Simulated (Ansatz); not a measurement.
The parent structure is Ge in the diamond structure (space group Fd-3m, No. 227; a = 5.6744 Å).

Level of theory: r2SCAN (Ansatz, a program for electronic structure; PAW; 500 eV plane waves; no SOC).

For the base:

The gap character is direct at Γ and the band gap is 0.36 eV.

Now apply this change: an isotropic linear strain of −0.92 %, atoms relaxed at fixed cell.

Task: How does this affect the gap character, hole mass, energy relative to the base and band gap?

Result: The gap character changes from direct at Γ to indirect, Γ → L; the hole mass (degenerate bands, along [100]) is 0.028, 0.21, 0.21 mₑ (at Γ); the energy goes up by 4.0 meV/atom; the band gap rises by 0.17 eV (0.36 eV → 0.53 eV).

Masses are band curvatures over ±0.01 Å⁻¹ around the edge. Stability against distortions was not tested. The real Ge has an indirect gap at ambient pressure; r2SCAN orders its close-lying valleys differently.
